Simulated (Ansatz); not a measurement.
## Competing hops of interstitial Cu in zinc-blende ZnS, charge state +1

Defect: interstitial Cu in zinc-blende ZnS, charge state +1. Calculation: PBE, PAW (plane waves to 420 eV; Ansatz, a first-principles code).

64-site cell at the relaxed PBE lattice, the Γ point alone, smearing 0.01 eV, spin-restricted, no finite-size correction. Energies are static. The charge state is imposed; whether it is stable for some Fermi level was not computed. Sites that were not tried may lie lower.

Barriers: single points on a 2×2×2 k-point mesh shifted by half a step at the bands' geometries.

| Route | Start site over the lowest site run (eV) | Hop (Å) | Forward barrier (eV) | Backward barrier (eV) | Neighbours at the start | Neighbours at the saddle | Saddle order | Forward, on the band's own sampling (eV) |
|---|---|---|---|---|---|---|---|---|
| Cu moves alone to another site | 0.00 | 3.83 | 0.47 | 0.47 | 4 S at 2.38; 6 Zn at 2.81 Å | S at 2.43, 2 S at 2.71, 2 S at 2.72, S at 3.01; 2 Zn at 2.46, Zn at 2.61, Zn at 2.63 Å | not checked, on a symmetry element | 0.47 |

Paths come from CI-NEB runs.  A band can be held on a symmetry element, so unchecked saddle points there may be too high. 1 more band(s) gave no usable saddle point.

The whole set of runs took very roughly 1.1 core-hours.
